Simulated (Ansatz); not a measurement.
The parent structure is ZnCu in the CsCl type structure (space group Pm-3m, No. 221; a = 2.908 Å; relaxed with 0.1 eV smearing).

Computed with DFT with PBEsol, PAW potentials and a 420 eV plane-wave cutoff in Ansatz (a program for electronic structure), without spin-orbit coupling.

For the base:

```
Quantity   Result
--------  -------
Pressure  0.0 GPa
```

It is then changed as follows: every lattice vector is shortened by 1.00 %, atoms relaxed at fixed cell.

What does the calculation give for the pressure and energy relative to the base after the change?

The pressure goes from zero to 4.4 GPa; the energy grows by 4.9 meV/atom.

The cells carry an imposed strain or load. No phonon test of stability was made. The final runs are not spin-polarised.
